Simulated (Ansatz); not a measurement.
Cu_Si in 4H silicon carbide: one set of geometries, relaxed with PBE, evaluated in Ansatz (PAW, plane waves to 420 eV, 500 eV under r2SCAN) with PBE, r2SCAN.

Details: 96-site cell; 2×2×2 shifted k-points; start: the Si(k) site; charged states image-corrected; no Hubbard U; not converged in cell size; flagged in the runs: a host whose relaxation on this sampling wasn't shown to rest.

```csv
quantity,PBE,r2SCAN
host gap (eV),2.23,…
ε(0/−1) above the VBM (eV),0.82,…
ε(−1/−2) above the VBM (eV),1.44,…
"neutral formation energy against fcc Cu, silicon (eV)",5.22,…
largest moment on one atom at charge 0 (μB),0.54,…
largest moment on one atom at charge −1 (μB),0.43,…
largest moment on one atom at charge −2 (μB),0.26,…
```

Given the lower rungs, what does r2SCAN give?


- host gap (eV), r2SCAN: 2.59
- ε(0/−1) above the VBM (eV), r2SCAN: 1.00
- ε(−1/−2) above the VBM (eV), r2SCAN: 1.62
- neutral formation energy against fcc Cu, silicon (eV), r2SCAN: 5.28
- largest moment on one atom at charge 0 (μB), r2SCAN: 0.58
- largest moment on one atom at charge −1 (μB), r2SCAN: 0.49
- largest moment on one atom at charge −2 (μB), r2SCAN: 0.33

Ansatz is an electronic-structure program.
